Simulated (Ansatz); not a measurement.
Where the default PAW files enter, the runs use the earlier of Ansatz's two default sets.

Data:

```
O2Si
1.0
    4.99265     0.00000     0.00000
    0.00000     6.93393     0.00000
    0.00000     0.00000     4.99265
Si O
4 8
Cartesian
  1.50449   3.46697   3.48816
  4.00081   1.73348   4.00081
  3.48816   0.00000   1.50449
  0.99184   5.20045   0.99184
  1.19130   4.71431   4.46128
  3.02769   2.98083   3.68762
  3.80135   1.24734   0.53137
  1.96496   6.44779   1.30503
  1.30503   3.95310   1.96496
  4.46128   5.68659   1.19130
  3.68762   0.48614   3.02769
  0.53137   2.21962   3.80135
```

Space group of this cell: P4_12_12. The cell is taken as given.

These are r2SCAN (plane waves, PAW; Ansatz, a quantum-chemistry and plane-wave program) values and carry that method's errors.

The current runs along the normal of the first two printed vectors; no spin-orbit coupling. Scaled by the factor s: all lengths (ions clamped). The meshes follow the cell: 6×6×6 and 6×6 across at s = 0.98, 6×6×6 and 6×6 across at s = 1.00, 6×4×6 and 6×4 across at s = 1.02.

```csv
s,mean pressure (GPa),slowest mid-gap decay constant κ (1/Å)
0.98,12.2,0.515
1.00,0.1,0.498
1.02,-9.2,?
```

Task: Take the slope of the slowest mid-gap decay constant κ against ln s from the two given rows, extrapolate to s = 1.02, and say what the run there gives.

Result: Slope = (0.515 − 0.498) / ln 0.98 = -0.841 1/Å. The line gives 0.498 + (-0.841) × ln 1.02 = 0.481 1/Å. The run gives 0.480 1/Å, 0.001 1/Å under the line, 8 % of the predicted step.
